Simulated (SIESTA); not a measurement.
Input and output of a self-consistent single point for MgTiW2O8 (P1, 12 atoms in the cell) (SIESTA)

Method of the run: SIESTA 5.4.2 with GGA PBEsol+U, numerical atomic orbitals DZP, PseudoDojo PBEsol standard norm-conserving potentials (rewritten from UPF to PSML).

Input:

```
# files in the folder: Mg.psml Ti.psml W.psml O.psml (PseudoDojo PBEsol standard)
SystemName  MgTi(WO4)2
SystemLabel mgti(wo4)2

NumberOfAtoms                12
NumberOfSpecies              4
%block ChemicalSpeciesLabel
  1 12 Mg
  2 22 Ti
  3 74 W
  4 8 O
%endblock ChemicalSpeciesLabel
LatticeConstant              1.0 Bohr
%block LatticeVectors
     9.349431340    0.000000000    0.000000000
     2.394241426    9.727223497    0.000000000
     0.310039806    4.526685864   11.900584285
%endblock LatticeVectors
AtomicCoordinatesFormat      Bohr
%block AtomicCoordinatesAndAtomicSpecies
     4.973465939    1.351358660    1.453180347  1
     0.677137807    4.452244674    8.963996107  2
     4.419112562    8.836651734    7.330045884  3
     8.938704538    9.903218838   11.160010925  3
     5.617408262    9.665655804    4.320269113  4
     2.398131556    5.828256787    6.397516100  4
     5.795654370   11.636248510    9.734915957  4
     2.633278004    7.404572999   10.978408009  4
    10.003153653    8.657374132    0.204452038  4
     7.313958338    4.142472506    2.094502834  4
     7.418958431    7.111999280    8.847489387  4
    10.775502349   11.149655757    7.719433002  4
%endblock AtomicCoordinatesAndAtomicSpecies

XC.functional                GGA
XC.authors                   PBEsol
PAO.BasisSize                DZP
PAO.EnergyShift              0.01 Ry
MeshCutoff                   400 Ry
%block kgrid.MonkhorstPack
    5   0   0  0.0
    0   5   0  0.0
    0   0   4  0.0
%endblock kgrid.MonkhorstPack
OccupationFunction           MP
OccupationMPOrder            0
ElectronicTemperature        50.0 meV
Spin                         polarized
%block DM.InitSpin
  1 +0.00
  2 +0.00
  3 +1.00
  4 +1.00
  5 +0.00
  6 +0.00
  7 +0.00
  8 +0.00
  9 +0.00
  10 +0.00
  11 +0.00
  12 +0.00
%endblock DM.InitSpin
DFTU.ProjectorGenerationMethod 2
DFTU.CutoffNorm              0.9
DFTU.FirstIteration          true
%block DFTU.proj
  W 1
  n=5 2
  6.20 0.00
  0.00 0.00
%endblock DFTU.proj

MaxSCFIterations             150
SCF.Mixer.Method             Pulay
SCF.Mixer.Weight             0.1
SCF.Mixer.History            6
SCF.DM.Tolerance             1.0E-05
Diag.ParallelOverK           true
WriteForces                  true
Charge.Mulliken              end
```

Log, with long lists cut:

```
reinit: Reading from file input.fdf

reinit: System Name: MgTi(WO4)2
reinit: System Label: mgti(wo4)2

NOTE on units for spin output:
{S} is the spin magnetic moment, in units of the Bohr magneton,
assuming a g-factor for the electron spin of exactly 2.
The spin magnetic moment is then numerically equal to the charge inbalance,
in units of electrons, between the spin-up and -down channels.

coor:   Atomic-coordinates input format  =     Cartesian coordinates
coor:                                            (in Bohr units)

siesta: Atomic coordinates (Bohr) and species
siesta:      4.97347   1.35136   1.45318  1        1
siesta:      0.67714   4.45224   8.96400  2        2
siesta:      4.41911   8.83665   7.33005  3        3
siesta:      8.93870   9.90322  11.16001  3        4
siesta:      5.61741   9.66566   4.32027  4        5
siesta:      2.39813   5.82826   6.39752  4        6
siesta:      5.79565  11.63625   9.73492  4        7
siesta:      2.63328   7.40457  10.97841  4        8
siesta:     10.00315   8.65737   0.20445  4        9
siesta:      7.31396   4.14247   2.09450  4       10
siesta:      7.41896   7.11200   8.84749  4       11
siesta:     10.77550  11.14966   7.71943  4       12

siesta: System type = bulk

initatomlists: Number of atoms, orbitals, and projectors:     12   170   194

siesta: ******************** Simulation parameters ****************************
redata: Spin configuration                          = collinear
redata: Time-Reversal Symmetry                      = T
redata: Number of Atomic Species                    =        4
redata: Mesh Cutoff                                 =   400.0000 Ry
redata: Net charge of the system                    =     0.0000 |e|
redata: Min. number of SCF Iter                     =        0
redata: Max. number of SCF Iter                     =      150
redata: SCF convergence failure will abort job
   [... lines left out ...]

                        Single-point calculation

superc: Internal auxiliary supercell:     5 x     5 x     5  =     125
superc: Number of atoms, orbitals, and projectors:   1500  21250  24250

outcell: Unit cell vectors (Ang):
        4.947506    0.000000    0.000000
        1.266978    5.147425    0.000000
        0.164066    2.395419    6.297518

outcell: Cell vector modules (Ang)   :    4.947506    5.301058    6.739709
outcell: Cell angles (23,13,12) (deg):     69.4554     88.6051     76.1722
outcell: Cell volume (Ang**3)        :    160.3784
new_DM -- step:     1
Initializing Density Matrix...

Attempting to read DM from file... Failed...
initDM: WARNING: atom 1 has a closed-shell and cannot be polarized
DM filled with atomic data (user-defined):

InitMesh: MESH = 60 x 60 x 80 = 288000
InitMesh: Mesh cutoff (required, used) =   400.000   429.844 Ry
hubbard_term: recalculating local occupations    1
hubbard_term: maximum change in local occup.    0.566029
hubbard_term: recalculating Hamiltonian

stepf: Methfessel-Paxton step function
       Using Hermite-Gauss polynomials of order  0
hubbard_term: recalculating local occupations    1
hubbard_term: maximum change in local occup.    0.249237
hubbard_term: recalculating Hamiltonian
        iscf     Eharris(eV)        E_KS(eV)     FreeEng(eV)     dDmax    Ef(eV) dHmax(eV)
   scf:    1   -10789.837569   -10884.002416   -10884.012578  0.848506 -1.457095 25.069190
     spin moment: {S} , |S| = {        0.0        0.0    0.49672 }     0.49672
   scf:    2   -10927.118770   -10911.071079   -10911.073297  0.457267 -1.742426 14.901685
     spin moment: {S} , |S| = {        0.0        0.0    1.94737 }     1.94737
   scf:    3   -10935.104721   -10925.290844   -10925.291792  0.121903 -2.501624  8.015333
     spin moment: {S} , |S| = {        0.0        0.0    1.98254 }     1.98254
   scf:    4   -10929.783453   -10929.799596   -10929.799765  0.075681 -3.142316  3.407447
     spin moment: {S} , |S| = {        0.0        0.0    1.99872 }     1.99872
   scf:    5   -10928.802208   -10929.642467   -10929.642473  0.047955 -2.962980  2.848294
     spin moment: {S} , |S| = {        0.0        0.0    2.00000 }     2.00000
   scf:    6   -10930.374121   -10930.170421   -10930.170441  0.031034 -3.153463  1.627361
   [... lines left out ...]
hubbard_term: maximum change in local occup.    0.000553
   scf:   43   -10931.339510   -10931.339508   -10931.339508  0.000049 -4.447534  0.001477
     spin moment: {S} , |S| = {        0.0        0.0    2.00000 }     2.00000
hubbard_term: recalculating local occupations   29
hubbard_term: maximum change in local occup.    0.000566
   scf:   44   -10931.339525   -10931.339525   -10931.339525  0.000021 -4.447464  0.001101
     spin moment: {S} , |S| = {        0.0        0.0    2.00000 }     2.00000
hubbard_term: recalculating local occupations   30
hubbard_term: maximum change in local occup.    0.000605
   scf:   45   -10931.339571   -10931.339570   -10931.339570  0.000035 -4.447355  0.000611
     spin moment: {S} , |S| = {        0.0        0.0    2.00000 }     2.00000
hubbard_term: recalculating local occupations   31
hubbard_term: maximum change in local occup.    0.000607
   scf:   46   -10931.339620   -10931.339620   -10931.339620  0.000007 -4.447378  0.000438
     spin moment: {S} , |S| = {        0.0        0.0    2.00000 }     2.00000
SCF Convergence by DM+H criterion
max |DM_out - DM_in|         :     0.0000065942
max |H_out - H_in|      (eV) :     0.0004379753
DFT+U population converged by dTol_pop criteria:
max |pop(DFT+U)_i - pop(DFT+U)_j|:     0.0006066359
SCF cycle converged after 46 iterations

Using DM_out to compute the final energy and forces
hubbard_term: recalculating local occupations   32
hubbard_term: maximum change in local occup.    0.000607
hubbard_term: recalculating Hamiltonian and forces

siesta: E_KS(eV) =           -10931.3408

siesta: E_KS - E_eggbox =    -10931.3408

siesta: Atomic forces (eV/Ang):
     1   -0.078724    0.050360   -0.426282
     2    0.040939   -0.042443    0.069262
     3   -0.152479   -0.016280    0.156007
     4    0.103359    0.012299    0.075365
     5   -0.132022   -0.116639    0.130332
     6    0.068714    0.054776   -0.177986
     7    0.052514    0.120132    0.080795
     8    0.136248   -0.111862    0.027290
     9    0.111376    0.130009    0.108633
    10    0.082797    0.097380    0.199005
    11   -0.063649   -0.113255    0.055606
    12   -0.179546   -0.050261   -0.272438
   Tot   -0.010471    0.014217    0.025586
   Max    0.426282
   Res    0.132503    sqrt( Sum f_i^2 / 3N )
   Max    0.426282    constrained

Stress tensor Voigt[x,y,z,yz,xz,xy] (kbar):        4.74       14.11        6.53        5.92        0.72        3.69
(Free)E + p*V (eV/cell)   -10932.1874
Target enthalpy (eV/cell)   -10931.3408

siesta: Program's energy decomposition (eV):
siesta: Ebs     =     -2487.494173
siesta: Eions   =     17108.429604
siesta: Ena     =      3584.375990
siesta: Ekin    =      5054.073531
siesta: Enl     =      -355.597835
siesta: Eso     =         0.000000
siesta: Edftu   =        12.898256
siesta: DEna    =       108.426124
siesta: DUscf   =         7.747920
siesta: DUext   =         0.000000
siesta: Ex      =     -2077.082919
siesta: Ec      =      -157.752243
siesta: Exc     =     -2234.835162
siesta: Eharris =    -10931.339620
siesta: Etot    =    -10931.340779
siesta: FreeEng =    -10931.340779

siesta: Atomic forces (eV/Ang):
siesta:      1   -0.078724    0.050360   -0.426282
   [... lines left out ...]
siesta: Cell volume =        160.378362 Ang**3
siesta:          -8.45822216         -8.77122704  kBar
   [... lines left out ...]
              0.123   0.192   0.206   0.217   0.195   0.139   0.084   0.063

              0.090   0.069   0.026
   4  5.822   0.980   0.290  -0.054   0.983   0.986   0.984   0.127   0.125
              0.124   0.204   0.207   0.209   0.180   0.164   0.065   0.074

              0.072   0.062   0.039

Species: O
Atom  Qatom  Qorb
               2s      2s      2py     2pz     2px     2py     2pz     2px
               3Pdxy   3Pdyz   3Pdz2   3Pdxz   3Pdx2-y2
   5  3.284   0.858   0.022   0.853   0.794   0.849  -0.044  -0.017  -0.041
              0.001   0.003   0.002   0.003   0.001
   6  3.236   0.865   0.022   0.778   0.845   0.795  -0.012  -0.052  -0.018
   [... 13 lines left out ...]

mulliken: Qtot =       48.000

Mulliken Atomic Populations:
Atom #   charge [q] valence [e]      Sz [e]  Species
     1     0.974762    9.025238   -0.007908  Mg
     2     0.929017   11.070983    0.117793  Ti
     3     1.346468   12.653532    1.019029  W
     4     1.304855   12.695145    1.051088  W
     5    -0.487664    6.487664   -0.081123  O
     6    -0.447188    6.447188   -0.025415  O
     7    -0.593208    6.593208   -0.011991  O
     8    -0.690965    6.690965    0.008445  O
     9    -0.650143    6.650143    0.016569  O
    10    -0.500998    6.500998   -0.083492  O
    11    -0.614801    6.614801   -0.001964  O
    12    -0.570136    6.570136   -0.001032  O
 Total     0.000000                2.000000
```

The run converged in 46 iterations.

The starting cell comes from a database of computed structures (which also holds hypothetical and non-ambient phases and stackings), without a prior relaxation at this level. Its lattice was rescaled by a random factor within 2.5 % of one. The magnetic order is the one reached from the typed start; others were not searched systematically. With U or open f shells several self-consistent states can exist. Values carry the incompleteness of an atom-centred basis.

Cost on one core of a shared machine: roughly 5 min.
